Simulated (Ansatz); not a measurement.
Re (R-3m, No. 166, 3 atoms in the cell; start mp-975065; another form than the element's usual one) was calculated with LDA in Ansatz (PAW).

Numerical settings: plane-wave cutoff 520 eV, 22×22×22 k mesh, Fermi–Dirac smearing 0.05 eV, no spin polarisation, scalar-relativistic PAW data made under PBE.

Cell (relaxed at this level):

```xyz
3
Lattice="1.3698 0.7908 6.6177 -1.3698 0.7908 6.6177 0.0000 -1.5817 6.6177" Properties=species:S:1:pos:R:3 pbc="T T T"
Re     0.0000     0.0000     0.0000
Re     0.0000     0.0000     4.4091
Re     0.0000     0.0000    15.4441
```

Problem. Predict the bulk modulus.

Solution. 
- bulk modulus: 405 GPa

Note: the run has no spin polarisation, so it can have missed a magnetic state; the bulk modulus is −V dP/dV from two relaxed cells at ±2 % in volume; the relaxation could not lower the start's symmetry, so the cell can be a saddle point above a distorted one.

Spin–orbit coupling is not included.

Computed values are for the static lattice.

A start named mp-… is a Materials Project structure, which need not be a measured phase.

Ansatz is a first-principles code.
